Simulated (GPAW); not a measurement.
Checking a run of GPAW on CO₂ (Pa-3, 12 atoms in the cell). The aim is a self-consistent single point with DFT PBE, plane waves, GPAW PAW datasets PBE (gpaw-data 1.0.1).

Cell that was meant: a = 5.4734 Å, b = 5.4734 Å, c = 5.4734 Å, α = 90.00°, β = 90.00°, γ = 90.00°.

Part of the input:

```python
            nbands=-6,
            convergence={'bands': -4},
            symmetry={'symmorphic': False, 'tolerance': 0.0005},
            charge=-1,
            maxiter=120)

atoms.calc = calc
```

Output, abridged:

```
Input parameters:
  charge: -1
  convergence: {bands: -4}
  kpts: [3 3 3]
  maxiter: 120
  mode: {ecut: 900,
         name: pw}
   [... lines left out ...]
  11 O      0.670714    2.066002    3.407431    ( 0.0000,  0.0000,  0.0000)

Unit cell:
           periodic     x           y           z      points  spacing
  1. axis:    yes    5.473433    0.000000    0.000000    40     0.1368
  2. axis:    yes    0.000000    5.473433    0.000000    40     0.1368
  3. axis:    yes    0.000000    0.000000    5.473433    40     0.1368

  Lengths:   5.473433   5.473433   5.473433
  Angles:   90.000000  90.000000  90.000000

Effective grid spacing dv^(1/3) = 0.1368
     iter     time        total  log10-change:
                         energy   eigst   dens
iter:   1 --:--:--   -92.197081   +0.74
iter:   2 --:--:--   -91.592802   -0.81  -0.97
iter:   3 --:--:--   -89.262780   -0.83  -1.00
iter:   4 --:--:--   -88.903163   -1.23  -1.24
iter:   5 --:--:--   -88.946374   -1.08  -1.43
iter:   6 --:--:--   -88.978434   -1.58  -1.84
iter:   7 --:--:--   -88.951428c  -1.42  -1.72
iter:   8 --:--:--   -88.785154   -1.76  -1.84
iter:   9 --:--:--   -88.785193   -2.78  -2.87
iter:  10 --:--:--   -88.829750   -1.40  -2.91
   [... lines left out ...]
iter:  40 --:--:--   -88.950314c  -4.73  -3.66
iter:  41 --:--:--   -88.950320c  -5.62  -4.16c
iter:  42 --:--:--   -88.950321c  -5.69  -4.09c
iter:  43 --:--:--   -88.950324c  -5.53  -4.19c
iter:  44 --:--:--   -88.950326c  -5.74  -4.24c
iter:  45 --:--:--   -88.950328c  -6.07  -4.50c
   [... 15 lines left out ...]
iter:  61 --:--:--   -88.950336c  -7.09  -5.40c
iter:  62 --:--:--   -88.950336c  -7.28  -5.29c
iter:  63 --:--:--   -88.950336c  -7.23  -5.35c
iter:  64 --:--:--   -88.950336c  -7.32  -5.39c
iter:  65 --:--:--   -88.950336c  -7.48c -5.46c
Converged after 65 iterations.

Dipole moment: (-0.000000, -0.000000, -0.000000) |e|*Ang

Energy contributions relative to reference atoms: (reference = -20437.330871)

Kinetic:       +150.809928
Potential:     -145.703899
External:        +0.000000
XC:             -95.951035
Entropy (-ST):   +0.000000
Local:           +1.894670
SIC:             +0.000000
--------------------------
Free energy:    -88.950336
Extrapolated:   -88.950336

Showing only first 2 kpts
 Kpt  Band  Eigenvalues  Occupancy
  0    30     -2.25679    2.00000
  0    31     -2.25679    2.00000
  0    32      4.46647    1.00000
  0    33      5.80982    0.00000

  1    30     -2.40904    2.00000
  1    31     -2.29294    2.00000
  1    32      5.21565    1.00000
  1    33      5.71031    0.00000

   [... lines left out ...]
Fermi level: 1.10484
Gap: 6.723 eV
   [... lines left out ...]
  7 O     1.24978    1.24978   -1.24978
  8 O     1.24978   -1.24978   -1.24978
  9 O    -1.24978    1.24978    1.24978
 10 O    -1.24978    1.24978   -1.24978
 11 O     1.24978   -1.24978    1.24978

Stress tensor:
    -0.098748    -0.000000     0.000000
    -0.000000    -0.098748     0.000000
     0.000000     0.000000    -0.098748
Stress (GPa, Voigt): [-15.8213 -15.8213 -15.8213   0.       0.      -0.    ]
```

Is this run sound? If not, what is wrong?

The run is not sound. The fault is an unintended net charge. A charged periodic cell changes the electron count and is neutralised by a uniform background, so energy, forces and pressure belong to another system. To fix it, remove the charge. The run converged in 65 iterations without an error; against the sound input the largest force goes from 0.816 to 2.165 eV/Å and no clean gap remains on the mesh (levels overlap or are partly filled), against 6.96 eV before.

An input that runs soundly differs in these lines (not the only fix; some lines may just follow from the change or write a value another way):
```diff
-            charge=-1,
```

With that input, the run converged in 49 iterations: free energy E − TS (from the program's reference atoms) -94.4764 eV; top of the valence band (on the code's own zero) -2.34 eV; gap on the k-point mesh 6.96 eV; largest force (vector length) 0.816 eV/Å (DFT PBE, plane waves, GPAW PAW datasets PBE (gpaw-data 1.0.1)).

On the sound input: the starting cell comes from a database of computed structures (which also holds hypothetical and non-ambient phases and stackings), without a prior relaxation at this level. Its lattice was rescaled by a random factor within 2.5 % of one.
